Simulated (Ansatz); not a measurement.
Base system: KTaO₃ in the cubic perovskite structure (space group Pm-3m, No. 221; a = 3.984 Å). Axes: x, y, z lie along the cube axes.

Structures relaxed with DFT with PBEsol, PAW potentials and a 420 eV plane-wave cutoff in Ansatz (a program for electronic structure), no spin-orbit coupling, earlier PAW set.

Base:

Simulated powder pattern, Co Kα, λ = 1.79026 Å (kinematic, ideal powder, no thermal factors, no anomalous dispersion; the 10 strongest lines at most, above 2 %, up to 2θ = 90°):

```csv
2θ (°),I/Imax (%),hkl
25.97,70,(100)
37.05,100,(110)
45.80,7.9,(111)
53.40,31,(200)
60.31,31,(210)
66.78,39,(211)
78.91,19,(220)
84.75,16,(221)
```

After one change:

Simulated powder pattern, Co Kα, λ = 1.79026 Å (kinematic, ideal powder, no thermal factors, no anomalous dispersion; the 10 strongest lines at most, above 2 %, up to 2θ = 90°):

```json
[
 {"2θ (°)": "24.63", "I/Imax (%)": "37"},
 {"2θ (°)": "25.97", "I/Imax (%)": "66"},
 {"2θ (°)": "36.09", "I/Imax (%)": "100"},
 {"2θ (°)": "37.05", "I/Imax (%)": "47"},
 {"2θ (°)": "50.50", "I/Imax (%)": "17"},
 {"2θ (°)": "53.40", "I/Imax (%)": "29"},
 {"2θ (°)": "57.65", "I/Imax (%)": "17"},
 {"2θ (°)": "64.27", "I/Imax (%)": "20"},
 {"2θ (°)": "66.16", "I/Imax (%)": "37"},
 {"2θ (°)": "76.57", "I/Imax (%)": "20"}
]
```

Problem. What was done to the base?
A. isotropic strain +2.27 %
B. uniaxial strain ε_xx = +5.34 %
C. uniaxial stress, 1 GPa tension along x
D. biaxial strain −1.77 %, plane normal [111], relaxed out of plane

Solution. B, uniaxial strain ε_xx = +5.34 %. Its volume per atom is 13.32 Å³ against 12.65 Å³, and its space group is P4/mmm (No. 123).

Stability under load was not tested beyond the relaxation.
